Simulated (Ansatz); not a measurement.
Terminations of the (111)B surface of zinc-blende ZnS (S plane on top), measured from the surface '2x2 with 2 H on 4 top atoms'. Atoms come from or go to: H: ½ H2(g), In: tetragonal indium, Mg: hcp Mg, N: ½ N2(g), S: ⅛ S8(g), Zn: hcp Zn. ΔE is the energy of forming the row's surface from that one (negative: more stable at these reservoirs); the vacuum level's shift is aligned on the shared bottom. No zero-point or thermal terms. These are constructed structures in small cells; real faces may alloy, dewet or reconstruct in larger ones, and not all known structures of the face are among them. Slabs of about 13 Å with all that they carry, Fermi-Dirac smearing of 0.025 eV. Bottom of the slabs: H caps. Relaxed from the named starts with such symmetry as they have, on meshes of like density; energies extrapolated to zero smearing; no spin-orbit coupling, no U. Spin-polarised runs, if any, are marked in brackets, and their order is one that fits the cell; the others ran without spin. Where a second, spin-polarised start was run, the lower counts. A dash marks a value that is undefined for that row (no clear gap, or no work function of a gapped slab) or was not read reliably on its mesh.

Method: PBE (plane waves to 420 eV, PAW; Ansatz, an electronic-structure program).

| surface | atoms added per 1x1 | ΔE per 1x1 (eV) | slab gap (eV) | shift of the vacuum level (eV) | work function (eV) |
|---|---|---|---|---|---|
| 2x2 Zn adatom at H3 | -0.5 H, +0.25 Zn | ___ | 1.31 | 0.11 | – |
| 2x2 Mg adatom at T4 (3 Mg–S bonds formed) | -0.5 H, +0.25 Mg | -0.11 | 1.74 | -1.18 | – |
| relaxed from the ideal S-terminated 1x1 | -0.5 H | 0.68 | – | 1.89 | 6.95 |
| 2x2 with 3 H on 4 top atoms [spin start, no net moment] | +0.25 H | 0.54 | – | -0.78 | 1.97 |
| 2x2 S adatom at H3 (2 S–S bonds broke) | -0.5 H, +0.25 S | 0.68 | – | 0.92 | 6.24 |
| SH on every top atom (2 S–S bonds broke; like top atoms buckled by 0.5 Å) | +0.5 H, +1 S | 0.82 | – | 1.47 | – |
| H on every top atom (like top atoms buckled by 0.5 Å) | +0.5 H | 1.04 | – | -0.39 | – |
| 2x2 with 1 H on 4 top atoms [spin start, no net moment] | -0.25 H | 0.31 | – | 1.14 | 6.33 |
| 2x2 Zn adatom at T4 (3 S–Zn bonds formed) | -0.5 H, +0.25 Zn | 0.21 | 1.50 | -0.15 | – |
| 2x2 Mg adatom at H3 | -0.5 H, +0.25 Mg | -0.20 | 1.87 | -0.71 | – |
| 2x2 with 2 NH2 on 4 top atoms | +0.5 H, +0.5 N | ___ | 2.26 | -0.24 | – |
| 2x2 In adatom at H3 [spin, 1.0 μB a cell] | -0.5 H, +0.25 In | 0.18 | 0.22 | -0.20 | – |

### Question
Some entries are withheld; supply them.

### Answer

- 2x2 Zn adatom at H3, ΔE per 1x1 (eV): 0.14
- 2x2 with 2 NH2 on 4 top atoms, ΔE per 1x1 (eV): 0.12
